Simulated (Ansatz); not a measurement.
Functionals compared on F on the 1x1 (100) surface of monoclinic ZrO2 (cut with top plane 2 O), one in a 1x1 cell, started at the site 'bridge O-O (span 5.4 Å)', in Ansatz (plane waves, PAW). The structure was relaxed with PBE; the other rows are single points on it, each with its references at the same level. Cutoff 420 eV (500 eV for r2SCAN). The points keep PBE's geometry, so the relaxation of a polaron and the settling of charge on one site are left out.

Host crystal: monoclinic ZrO2, with a band gap (PBE, scalar-relativistic without spin-orbit coupling).

Slab: 25 atoms, 9.4 Å thick at the start under the adsorbate (thin: gaps and levels are the slab's own); k 4x4x1, smearing 0.01 eV, dipole-corrected; 12 atoms held, the rest relaxed; no symmetry held; spin-polarised, ending with about 1.0 μB a cell, a value that depends on the mesh; orders that need a larger cell were not tried, no spin-orbit, no U, no dispersion correction. The slab shows no gap over 0.04 eV on its mesh. At the end it is bonded to Zr. In PBE it is, or lies within 0.03 eV of, the lowest of the starts that converged. These notes are the PBE run's. r2SCAN: The program's check for a lower electronic state was not made. Adsorption energies are against ½ F2(g). A negative adsorption energy means that the adsorbate is more stable on the surface than in its reference.

| functional | adsorption energy (eV) | work function of the top face (eV) | rough cost of the single point |
|---|---|---|---|
| PBE | -1.62 | 8.78 | – |
| RPBE | -1.55 | 8.64 | about 12 core-minutes (a rough figure) |
| r2SCAN | … | … | very roughly 28 core-minutes |

Q: What belongs in the gaps?

A: 
- r2SCAN, adsorption energy (eV): -1.76
- r2SCAN, work function of the top face (eV): 8.90

Ansatz is an electronic-structure program.
